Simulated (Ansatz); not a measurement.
A (10,0) BP nanotube has 40 atoms in a period of 5.564 Å, a mean diameter of 10.31 Å, and lies 55 meV/atom over the flat sheet relaxed at the same level.

These are PBE (plane waves to 420 eV, PAW; Ansatz, a quantum-chemistry and plane-wave program) values and carry that method's errors. Mesh 1×1×6. No spin polarisation. Isolated but for its images some 11 Å away. A hypothetical model, rolled from the flat sheet. Symmetry and one short period hold its shape; lower forms weren't sought.

Q: Which bending rigidity of the sheet does this imply in the thin-plate picture?

A: A plate bent to radius R stores D/(2R²) an area. The area an atom is π × 10.31 × 5.564/40 = 4.51 Å², so the stored energy is 0.055/4.51 = 0.0122 eV/Å². With R = 5.155 Å, D = 2R² × 0.0122 = 0.65 eV.
